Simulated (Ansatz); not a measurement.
**Defect calculation: Sn_Zn in kesterite Cu2ZnSnS4**

Level of theory: PBE, PAW (plane waves to 420 eV; Ansatz, a quantum-chemistry and plane-wave program). Details: 64-site cell; 2×2×2 shifted k-points; start: the Zn site; no spin–orbit coupling; no Hubbard U; the functional closes the host's gap; not converged in cell size.

Neighbours after relaxation, in Å: of the Sn atom: S 2.73, S 2.73, S 2.73, S 2.73.

```csv
charge,moment (μB),largest move off a lattice site (Å)
0,not spin-polarised,0.37
```

All states together cost about 29 core-minutes (a rough figure).
